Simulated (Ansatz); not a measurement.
# BeRh (model structure, started from the CuAu type, Pm-3m, No. 221, 2 atoms in the cell)

All values below come from PBEsol (Ansatz, an electronic-structure program, PAW).

Numerical settings: plane-wave cutoff 520 eV, 22×22×16 k mesh (along the axes of the cell as run), Fermi–Dirac smearing 0.05 eV, no spin polarisation, scalar-relativistic PAW data made under PBE.

Cell (relaxed at this level):

BeRh is taken in the cubic space group Pm-3m (No. 221), the CsCl type structure, Pearson symbol cP2. Conventional cell: a = b = c = 2.753 Å, α = β = γ = 90.00°. Be on 1b is surrounded by 8 Rh at 2.384 Å (cubic). Rh on 1a has 8 Be at 2.384 Å and 6 Rh at 2.753 Å. (Neighbours: up to the widest gap in distance over summed covalent radii, below 1.35, at either atom.)

| Property | Result |
|---|---|
| bulk modulus B0 | 229 GPa |

Note: the run has no spin polarisation, so it can have missed a magnetic state; the bulk modulus is −V dP/dV from two relaxed cells at ±2 % in volume; the relaxation could raise the start's symmetry but not lower it, so the cell can be a saddle point.

Static lattice: no zero-point or thermal effects.

It cost around 100 core-seconds (rough) of CPU time.

A model structure was made by putting elements into a prototype or built by hand; it is no filed structure, need not be a known phase, and can be a saddle point held by its symmetry.
